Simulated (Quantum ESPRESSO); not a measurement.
Input and output of a self-consistent single point for Ge (Fd-3m, 2 atoms in the cell) (Quantum ESPRESSO).

Method of the run: PBE, spin-orbit coupling, PSlibrary fully relativistic PAW (PBE) pseudopotentials (plane waves; Quantum ESPRESSO).

```
Ge
1.0
   -2.85107     0.00000     2.85107
    0.00000     2.85107     2.85107
   -2.85107     2.85107     0.00000
Ge
2
Cartesian
  0.00000   0.00000   0.00000
 -1.42553   1.42553   1.42553
```

Reference input (self-consistent single point, DFT, PBE, plane waves, PSlibrary PAW (PBE) pseudopotentials): ecutwfc = 30 Ry; ecutrho = 180 Ry; occupations = smearing; smearing = fermi-dirac; degauss = 0.000734986 Ry; potentials = {Ge: Ge.pbe-n-kjpaw_psl.1.0.0.UPF}; K_POINTS = automatic 5 5 5 0 0 0; conv_thr = 1e-11 Ry. This run's input differs from it in these lines:

```diff
@@ -19,2 +19,4 @@
     degauss = 0.000734986
+    noncolin = .true.
+    lspinorb = .true.
 /
@@ -24,3 +26,3 @@
 ATOMIC_SPECIES
-Ge    72.6300  Ge.pbe-n-kjpaw_psl.1.0.0.UPF
+Ge    72.6300  Ge.rel-pbe-n-kjpaw_psl.1.0.0.UPF
 ATOMIC_POSITIONS {crystal}
```

Output (repeated stretches shortened):

```
     Self-consistent Calculation

     iteration #  1     ecut=    30.00 Ry     beta= 0.70

---- Real-time Memory Report at c_bands before calling an iterative solver
            73 MiB given to the printing process from OS
            30 MiB allocation reported by mallinfo(arena+hblkhd)
------------------

     Threshold (ethr) on eigenvalues was too large:
     Diagonalizing with lowered threshold

---- Real-time Memory Report at c_bands before calling an iterative solver
            83 MiB given to the printing process from OS
            52 MiB allocation reported by mallinfo(arena+hblkhd)
------------------

   [... lines left out ...]

---- Real-time Memory Report at c_bands before calling an iterative solver
            95 MiB given to the printing process from OS
            63 MiB allocation reported by mallinfo(arena+hblkhd)
------------------

     total energy              =    -328.53648828 Ry
     estimated scf accuracy    <          2.0E-11 Ry

     iteration #  7     ecut=    30.00 Ry     beta= 0.70

---- Real-time Memory Report at c_bands before calling an iterative solver
            95 MiB given to the printing process from OS
            63 MiB allocation reported by mallinfo(arena+hblkhd)
------------------
     End of self-consistent calculation

     the Fermi energy is     5.6796 ev

!    total energy              =    -328.53648828 Ry
     estimated scf accuracy    <          3.2E-13 Ry
     smearing contrib. (-TS)   =      -0.00001631 Ry
     internal energy E=F+TS    =    -328.53647197 Ry

      -> PAW hartree energy AE =       8.76640203 Ry
      -> PAW hartree energy PS =      -8.75711582 Ry
      -> PAW xc energy AE      =    -318.19270728 Ry
      -> PAW xc energy PS      =      12.34359245 Ry
      -> total E_H with PAW    =       1.20006646 Ry
      -> total E_XC with PAW   =    -319.10632691 Ry

     convergence has been achieved in   7 iterations

     Forces acting on atoms (cartesian axes, Ry/au):

     atom    1 type  1   force =     0.00000000    0.00000000   -0.00000000
     atom    2 type  1   force =    -0.00000000   -0.00000000    0.00000000

     Total force =     0.000000     Total SCF correction =     0.000000

          total   stress  (Ry/bohr**3)                   (kbar)     P=       26.06
   0.00017714   0.00000000   0.00000000           26.06        0.00        0.00
   0.00000000   0.00017714   0.00000000            0.00       26.06        0.00
  -0.00000000   0.00000000   0.00017714           -0.00        0.00       26.06

   JOB DONE.
```

The run converged in 7 iterations. Against the reference run the pressure stays at 2.61 GPa.

The starting cell has typed, rounded lattice constants, without a prior relaxation at this level. Its lattice was rescaled by a random factor within 2.5 % of one.
